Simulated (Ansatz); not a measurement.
ScAlMgO₄ (R3m, No. 160, 7 atoms in the cell; start mp-1221961) was calculated with LDA (plane waves, PAW; Ansatz, an electronic-structure program).

Numerical settings: plane-wave cutoff 520 eV, 12×12×12 k mesh, Fermi–Dirac smearing 0.01 eV, scalar-relativistic PAW data made under PBE.

Cell (relaxed at this level):

```cif
data_Al3Mg3O12Sc3
_chemical_formula_sum 'Mg3 Sc3 Al3 O12'
_space_group_name_H-M_alt 'R3m :H'
_space_group_IT_number 160
_space_group_name_Hall 'R 3 -2"'
_cell_length_a 3.20685
_cell_length_b 3.20685
_cell_length_c 24.56276
_cell_angle_alpha 90.000
_cell_angle_beta 90.000
_cell_angle_gamma 120.000
loop_
_atom_site_label
_atom_site_type_symbol
_atom_site_symmetry_multiplicity
_atom_site_Wyckoff_symbol
_atom_site_fract_x
_atom_site_fract_y
_atom_site_fract_z
_atom_site_occupancy
Mg1 Mg 3 a 0.00000 0.00000 0.78260 1
Sc1 Sc 3 a 0.00000 0.00000 0.99549 1
Al1 Al 3 a 0.00000 0.00000 0.21333 1
O1 O 3 a 0.00000 0.00000 0.87931 1
O2 O 3 a 0.00000 0.00000 0.13794 1
O3 O 3 a 0.00000 0.00000 0.70303 1
O4 O 3 a 0.00000 0.00000 0.28802 1
```
(The calculation used a cell of 7 atoms; values per cell refer to that cell.)

**Question.** Estimate the band gap and bulk modulus B0 that the calculation returns.

**Answer.** 
- band gap: 4.49 eV (on the SCF k mesh)
- bulk modulus B0: 186 GPa

Note: the relaxation could not lower the start's symmetry, so the cell can be a saddle point above a distorted one; the bulk modulus is −V dP/dV from two relaxed cells at ±2 % in volume.

The result took roughly 8 core-minutes.

A start named mp-… is a Materials Project structure, which need not be a measured phase.
